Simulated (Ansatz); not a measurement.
# Pressure series in SrTiO3

The reference is SrTiO3 (space group I4/mcm, No. 140).

```yaml
crystal:
  lattice:
    - [-2.74364, 2.74364, 3.90436]
    - [2.74364, -2.74364, 3.90436]
    - [2.74364, 2.74364, -3.90436]
  atoms:
    - { symbol: Sr, position: [0.75000, 0.25000, 0.50000] }
    - { symbol: Sr, position: [0.25000, 0.75000, 0.50000] }
    - { symbol: Ti, position: [0.00000, 0.00000, 0.00000] }
    - { symbol: Ti, position: [0.50000, 0.50000, 0.00000] }
    - { symbol: O, position: [0.77462, 0.27462, 0.04923] }
    - { symbol: O, position: [0.22538, 0.72538, 0.95077] }
    - { symbol: O, position: [0.27462, 0.22538, 0.50000] }
    - { symbol: O, position: [0.72538, 0.77462, 0.50000] }
    - { symbol: O, position: [0.75000, 0.75000, 0.00000] }
    - { symbol: O, position: [0.25000, 0.25000, 0.00000] }
```

Cell and atoms are relaxed at each pressure.

Computed with PBEsol/PAW in Ansatz (a first-principles code), spin-orbit coupling left out.

| change | smallest direct gap | lattice parameter a | band gap |
|---|---|---|---|
| base | 1.98 eV | 5.487 Å | 1.97 eV |
| pressure −2 GPa | 1.94 eV | 5.509 Å | 1.94 eV |
| pressure −1 GPa | 1.96 eV | 5.498 Å | 1.95 eV |
| pressure 0.7 GPa | 1.99 eV | 5.480 Å | 1.98 eV |
| pressure 1.5 GPa | 2.00 eV | 5.471 Å | 1.99 eV |
| pressure 3 GPa | 2.03 eV | 5.456 Å | 2.02 eV |
| pressure 5 GPa | 2.06 eV | 5.436 Å | 2.05 eV |
| pressure 7.5 GPa | 2.10 eV | 5.412 Å | 2.08 eV |
| pressure 10 GPa | 2.14 eV | 5.389 Å | 2.12 eV |

Load acts through the strain it causes; cell and atoms are relaxed under it. Stability against distortions was not tested. Competing high-pressure phases were not computed. All final runs are without spin polarisation. This is not the structure that SrTiO3 has at room temperature and ambient pressure.
